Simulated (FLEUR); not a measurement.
A self-consistent single point of CdPt₃ (Cmmm, 4 atoms in the cell) with FLEUR.

Level of theory: LDA (Perdew-Zunger), all-electron FLAPW (FLEUR), scalar-relativistic valence.

```
CELL_PARAMETERS angstrom
      2.88572    -3.93101     0.00000
      2.88572     3.93101     0.00000
      0.00000     0.00000     2.83469
ATOMIC_POSITIONS crystal
  Cd 0.00000 0.00000 0.00000
  Pt 0.50000 0.50000 0.00000
  Pt 0.00000 0.50000 0.50000
  Pt 0.50000 0.00000 0.50000
```

Reference input (self-consistent single point, DFT, PBEsol, all-electron FLAPW (FLEUR), scalar-relativistic valence): Kmax = 4 1/bohr; GmaxXC = 16 1/bohr; xcFunctional = PBEs; jspins = 1; l_soc = F; mode = hist; fermiSmearingEnergy = 0.00183747 Htr; mesh (inpgen div1-3) = 5 5 8; inpgen gamma flag = true; Gmax = 16 1/bohr; numbands = 0; maxIterBroyd = 25. This run's input differs from it in these lines:

```diff
@@ -16,3 +16,3 @@
 &comp jspins=1 /
-&exco xctyp='PBEs' /
+&exco xctyp='pz' /
 &kpt div1=5 div2=5 div3=8 gamma=t /
@@ -29,3 +29,3 @@
       <coreElectrons ctail="T" frcor="F" kcrel="0" coretail_lmax="0"/>
-      <xcFunctional name="PBEs" relativisticCorrections="F"/>
+      <xcFunctional name="pz" relativisticCorrections="F"/>
       <magnetism jspins="1"/>
```

Output (repeated stretches shortened):

```
 Iteration:     1   Distance:      17.45319192 me/bohr^3
 Iteration:     2   Distance:      15.62222734 me/bohr^3
 Iteration:     3   Distance:       6.74851911 me/bohr^3
 Iteration:     4   Distance:       4.11156282 me/bohr^3
 Iteration:     5   Distance:       2.40031699 me/bohr^3
   [... 10 lines left out ...]
 Iteration:    16   Distance:       0.00008566 me/bohr^3
 Iteration:    17   Distance:       0.00007373 me/bohr^3
 Iteration:    18   Distance:       0.00002881 me/bohr^3
 Iteration:    19   Distance:       0.00000492 me/bohr^3
 Run finished successfully
 Stop message:
   Structural relaxation: Done

[file out, last iteration]
             iter=     20
[...]
          total density-effective poten   -1.0643552590E+05
          total charge density-energy d   -1.1905727382E+03
 Updated energy parameters for spin:           1
[...]
 fermi energy and band-weighting factors:
    1.133809    1.145133    1.163677

[...]
FERMIE:
          first approx. to ef    (T=0)  :   0.452092 htr   (energy of the highest occ. eigenvalue)
          number of occ. states  (T=0)  :       1479
          first approx. to seigv (T=0)  : -25.596881 htr
          sum of weights of occ. states :  33.015000
          sum of semicore charge        :   0.000000 e
FERHIS:  Fermi-Energy by histogram:
          bandgap                     :   0.000022 htr
   [... lines left out ...]
          charge neutrality (T=0)     :   0.030000    (zero if the highest occ. eigenvalue is "entirely" occupied)
     EF_NEWTON:  Adjust Fermi-Energy by Newton-Method.
 Direct bandgap for spin            1 :    6.8610529378961282E-003  Htr
 ---->    free energy=                    -60900.4101816292 htr
   [... lines left out ...]
 TOTAL FORCE FOR ATOM TYPE=  1  X=  0.000   Y=  0.000   Z=  0.000
                       FX_TOT= 0.000000 FY_TOT= 0.000000 FZ_TOT= 0.000000
 TOTAL FORCE FOR ATOM TYPE=  2  X=  5.453   Y=  0.000   Z=  0.000
                       FX_TOT= 0.000000 FY_TOT= 0.000000 FZ_TOT= 0.000000
 TOTAL FORCE FOR ATOM TYPE=  3  X=  2.727   Y=  3.714   Z=  2.678
                       FX_TOT= 0.000000 FY_TOT= 0.000000 FZ_TOT= 0.000000
 Structural relaxation: Done
```

The run converged in 19 iterations. FLEUR gives forces in its relaxation mode, with a further iteration, so its stop message speaks of a relaxation. 

The starting cell comes from a database of computed structures (which also holds hypothetical and non-ambient phases and stackings), without a prior relaxation at this level. Spin-orbit coupling is off. Spin polarisation is off. Values depend on the basis (sphere radii, cutoffs, local orbitals), which need not be converged. The log's line on a gap gives a spacing of levels on this mesh, which the program prints for metals too.

These are the values that this program gave, and no reference: the default basis lacks the next d shell.

Cost on one core of a shared machine: roughly 5 min.
